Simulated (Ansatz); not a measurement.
The starting structures come from a database of crystals and need not be the phases stable at ambient conditions.

Given:

```yaml
crystal:
  lattice:
    - [5.42757, 0.00000, 0.00000]
    - [-2.71379, 8.69357, 0.00000]
    - [0.00000, 0.00000, 7.26524]
  atoms:
    - { symbol: Na, position: [0.88167, 0.64934, 0.25000] }
    - { symbol: Na, position: [0.23234, 0.35066, 0.75000] }
    - { symbol: Nb, position: [0.35545, 0.23394, 0.25000] }
    - { symbol: Nb, position: [0.12151, 0.76606, 0.75000] }
    - { symbol: Cu, position: [0.84866, 0.21910, 0.25000] }
    - { symbol: Cu, position: [0.62956, 0.78090, 0.75000] }
    - { symbol: Cu, position: [0.26121, 0.00000, 0.00000] }
    - { symbol: Cu, position: [0.26121, 0.00000, 0.50000] }
    - { symbol: S, position: [0.00209, 0.00925, 0.25000] }
    - { symbol: S, position: [0.99284, 0.99075, 0.75000] }
    - { symbol: S, position: [0.60000, 0.22194, 0.99321] }
    - { symbol: S, position: [0.37806, 0.77806, 0.00679] }
    - { symbol: S, position: [0.60000, 0.22194, 0.50679] }
    - { symbol: S, position: [0.37806, 0.77806, 0.49321] }
    - { symbol: S, position: [0.20070, 0.44025, 0.25000] }
    - { symbol: S, position: [0.76045, 0.55975, 0.75000] }
```

Space group of this cell: Ama2. The cell was relaxed by PBE-D3(BJ); by r2SCAN its mean pressure is 1.1 GPa.

Transport runs along the normal of the first two printed cell vectors.

The gap is the functional's own. No spin-orbit coupling. Mid-gap values are interpolated on the energy grid.

Task: State the band gap and the smallest decay constant κ at mid-gap according to r2SCAN (Ansatz, a program for electronic structure).

Result: Gap 1.72 eV on a 6×6×4 mesh; κ = 0.270 1/Å, at the zone centre.
